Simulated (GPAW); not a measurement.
A self-consistent single point of V (Im-3m, 1 atom in the cell) with GPAW.

Method of the run: LDA (Perdew-Wang 92), GPAW PAW datasets LDA (gpaw-data 1.0.1) (plane waves; GPAW).

```
V
1.0
   -1.52818     1.52818     1.52818
    1.52818    -1.52818     1.52818
    1.52818     1.52818    -1.52818
V
1
Direct
  0.00000   0.00000   0.00000
```

Reference input (self-consistent single point, DFT PBE, plane waves, GPAW PAW datasets PBE (gpaw-data 1.0.1)): mode = pw; ecut = 850 eV; xc = PBE; kpts = 20 20 20; mesh shift (steps) = 0 0 0; occupations.name = methfessel-paxton; occupations.width = 0.136 eV; occupations.order = 0; nbands = -7; convergence.forces = 0.001 eV/Å; symmetry.symmorphic = false; symmetry.tolerance = 0.0005. This run's input differs from it in these lines:

```diff
@@ -12,3 +12,3 @@
 calc = GPAW(mode={'name': 'pw', 'ecut': 850},
-            xc='PBE',
+            xc='LDA',
             kpts={'size': (20, 20, 20), 'gamma': True},
```

Its files differ too (potentials: GPAW PAW datasets LDA (gpaw-data 1.0.1)).

Output (repeated stretches shortened):

```
     iter     time        total  log10-change:
                         energy   eigst   dens  force
iter:   1 --:--:--    -9.772720
iter:   2 --:--:--    -9.704661   -0.74  -1.44
iter:   3 --:--:--    -9.481671   -1.03  -1.48
iter:   4 --:--:--    -9.447648   -3.28  -1.80
iter:   5 --:--:--    -9.432232   -2.49  -1.91
iter:   6 --:--:--    -9.431936   -4.91  -2.93
iter:   7 --:--:--    -9.431575c  -4.55  -3.09
iter:   8 --:--:--    -9.431575c  -5.79  -3.52
iter:   9 --:--:--    -9.431571c  -6.53  -4.06c
iter:  10 --:--:--    -9.431573c  -6.74  -4.00
iter:  11 --:--:--    -9.431573c  -8.49c -5.41c
iter:  12 --:--:--    -9.431573c  -9.92c -6.11c -30.72c
Converged after 12 iterations.

Dipole moment: (-0.000000, 0.000000, -0.000000) |e|*Ang

Energy contributions relative to reference atoms: (reference = -25767.601835)

Kinetic:         -6.827087
Potential:       +5.259343
External:        +0.000000
XC:              -7.974291
Entropy (-ST):   -0.017425
Local:           +0.119174
SIC:             +0.000000
--------------------------
Free energy:     -9.440285
Extrapolated:    -9.431573

Showing only first 2 kpts
 Kpt  Band  Eigenvalues  Occupancy
  0     4      2.09207    2.00000
  0     5      8.84821    0.00009
  0     6      8.84821    0.00009
  0     7      8.84821    0.00009

  1     4      2.18755    2.00000
  1     5      8.80884    0.00045
  1     6      8.84078    0.00012
  1     7      8.91504    0.00000

Fermi level: 8.47116

No gap
No difference between direct/indirect transitions
Energy (eV): -9.431573

Forces in eV/Ang:
  0 V     0.00000    0.00000    0.00000

Stress tensor:
     0.128837    -0.000000     0.000000
    -0.000000     0.128837     0.000000
     0.000000     0.000000     0.128837
Stress (GPa, Voigt): [20.642 20.642 20.642  0.     0.    -0.   ]
```

The run converged in 12 iterations. GPAW prints stress with tension positive. Against the reference run the pressure goes from -8.57 to -20.64 GPa.

The starting cell comes from a database of computed structures (which also holds hypothetical and non-ambient phases and stackings), without a prior relaxation at this level. Its lattice was rescaled by a random factor within 2.5 % of one. Spin polarisation is off. With a pressure of about -21 GPa the cell is away from its equilibrium volume at this level.

Cost on one core of a shared machine: roughly 2 min.
